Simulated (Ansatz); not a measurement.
# Cubic perovskite SrHfO3 (cubic high-temperature phase)

Computed with LDA in Ansatz (PAW).

Run with plane-wave cutoff 500 eV, 10×10×10 k mesh, gaussian smearing 0.02 eV, scalar-relativistic PAW data made under PBE.

Cell: relaxed at this level.

| Quantity | Result |
|---|---|
| equilibrium volume per atom | 13.47 Å³/atom |
| lattice constant a | 4.069 Å |
| band gap | 3.70 eV (on the SCF k mesh) |

Note: the relaxation could not lower the start's symmetry, so the cell can be a saddle point above a distorted one.

Spin–orbit coupling is not included.

Static lattice: no zero-point or thermal effects.

Computing time: roughly 60 core-seconds.

Ansatz is a first-principles code.
